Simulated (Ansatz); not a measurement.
Sc on the 1x1 (110) surface of bcc W, one in a 2x2 cell, energies for each (28.7 Å²). Energies are against an atom of hcp Sc, without zero-point or thermal terms; each row is named by its start.

These are PBE (plane waves to 420 eV, PAW; Ansatz, a first-principles code) values and carry that method's errors.

### Question
Which site binds most strongly?
A. bridge W-W (span 2.8 Å)
B. top W
C. bridge W-W (span 3.2 Å)

### Answer
C, bridge W-W (span 3.2 Å). Adsorption energies: bridge W-W (span 3.2 Å) -0.55 eV; bridge W-W (span 2.8 Å) -0.21 eV; top W 0.04 eV.
